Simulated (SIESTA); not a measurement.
A self-consistent single point of KTiO2F (P4/mmm, 5 atoms in the cell) with SIESTA.

Method: SIESTA 5.4.2 with GGA PBEsol, numerical atomic orbitals DZP, PseudoDojo PBEsol standard norm-conserving potentials (rewritten from UPF to PSML).

```
CELL_PARAMETERS angstrom
      3.87551     0.00000     0.00000
      0.00000     3.87551     0.00000
      0.00000     0.00000     4.18480
ATOMIC_POSITIONS crystal
  K  0.00000 0.00000 0.00000
  Ti 0.50000 0.50000 0.50000
  O  0.50000 0.00000 0.50000
  O  0.00000 0.50000 0.50000
  F  0.50000 0.50000 0.00000
```

Reference input (self-consistent single point, DFT, GGA PBEsol, numerical atomic orbitals DZP, PseudoDojo PBEsol standard norm-conserving potentials (rewritten from UPF to PSML)): XC.functional = GGA; XC.authors = PBEsol; potentials = PseudoDojo PBEsol standard; PAO.BasisSize = DZP; PAO.EnergyShift = 0.01 Ry; MeshCutoff = 350 Ry; kgrid.MonkhorstPack = 7 7 7; OccupationFunction = FD; ElectronicTemperature = 10 K; MaxSCFIterations = 150; SCF.Mixer.Method = Pulay; SCF.Mixer.Weight = 0.2. This run's input differs from it in these lines:

```diff
@@ -35,3 +35,3 @@
     0   7   0  0.0
-    0   0   7  0.0
+    0   0   7  0.5
 %endblock kgrid.MonkhorstPack
```

The program printed (abridged):

```
        iscf     Eharris(eV)        E_KS(eV)     FreeEng(eV)     dDmax    Ef(eV) dHmax(eV)
   scf:    1    -3960.190224    -3987.897867    -3987.897867  1.054542 -4.162235 15.744249
   scf:    2    -4004.964478    -3998.356744    -3998.356744  0.151323 -6.977883  6.459957
   scf:    3    -3997.511029    -3999.453723    -3999.453723  0.157774 -6.444031  2.365038
   scf:    4    -3999.092627    -3999.792670    -3999.792670  0.081609 -5.814900  2.223158
   scf:    5    -3999.933538    -3999.981235    -3999.981235  0.063080 -6.439589  0.484760
   [... 4 lines left out ...]
   scf:   10    -3999.998831    -3999.998749    -3999.998749  0.001978 -6.408106  0.001285
   scf:   11    -3999.998749    -3999.998749    -3999.998749  0.000029 -6.407896  0.000365
   scf:   12    -3999.998749    -3999.998749    -3999.998749  0.000053 -6.407714  0.000039
   scf:   13    -3999.998749    -3999.998749    -3999.998749  0.000001 -6.407713  0.000019
SCF Convergence by DM+H criterion
max |DM_out - DM_in|         :     0.0000010700
max |H_out - H_in|      (eV) :     0.0000190928
SCF cycle converged after 13 iterations

Using DM_out to compute the final energy and forces

siesta: E_KS(eV) =            -3999.9987

siesta: E_KS - E_eggbox =     -3999.9987

siesta: Atomic forces (eV/Ang):
     1    0.000000   -0.000000    0.000000
     2    0.000000    0.000000    0.000000
     3    0.000000   -0.000000    0.000000
     4   -0.000000   -0.000000    0.000000
     5   -0.000000    0.000000    0.000000
   Tot   -0.000000    0.000000    0.000000
   Max    0.000000
   Res    0.000000    sqrt( Sum f_i^2 / 3N )
   Max    0.000000    constrained

Stress tensor Voigt[x,y,z,yz,xz,xy] (kbar):       43.95       43.95       42.45       -0.00        0.00        0.00
   [... lines left out ...]
siesta: FreeEng =     -3999.998749
   [... lines left out ...]
siesta:     0.027430    0.000000    0.000000
siesta:     0.000000    0.027430   -0.000000
siesta:     0.000000   -0.000000    0.026496

siesta: Cell volume =         62.853929 Ang**3

siesta: Pressure (static):
siesta:                Solid            Molecule  Units
siesta:          -0.00029536         -0.00029536  Ry/Bohr**3
siesta:          -0.02711912         -0.02711912  eV/Ang**3
siesta:         -43.44961651        -43.44961779  kBar
```

The run converged in 13 iterations. Against the reference run the free energy hardly moves (within 1 meV/atom), the pressure hardly changes (-4.32 to -4.34 GPa) and the gap on the mesh goes from 0.849 to 0.884 eV.

The starting cell comes from a database of computed structures (which also holds hypothetical and non-ambient phases and stackings), without a prior relaxation at this level. Values carry the incompleteness of an atom-centred basis. The basis of the alkali or alkaline-earth atoms may lack their empty d shell, which can raise the gap. The shifted mesh does not hold Γ, so a gap read on it misses any band edge there.

Cost on one core of a shared machine: roughly 2 min.
